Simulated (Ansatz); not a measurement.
Take Os in the hcp (Mg type) structure (space group P6_3/mmc, No. 194; a = 2.755 Å, c = 4.344 Å) as the base.

Now apply this change: cell and atoms relaxed at a pressure of 3 GPa.

Levels (all Ansatz, a program for electronic structure, PAW): PBE (420 eV, scalar-relativistic without spin-orbit coupling); PBE+SOC (420 eV, noncollinear with spin-orbit coupling).

The geometry is relaxed with PBE.

| Item | Value |
|---|---|
| PBE pressure | 3.0 GPa |

What does PBE+SOC give at this geometry for the pressure?

The pressure goes up by 0.3 GPa to 3.3 GPa.

Single points use the geometry relaxed with PBE. Differences between runs with and without spin-orbit coupling are approximate. Load acts through the strain it causes; cell and atoms are relaxed under it. Whether these cells are dynamically stable was not tested. The runs without spin-orbit coupling are not spin-polarised.
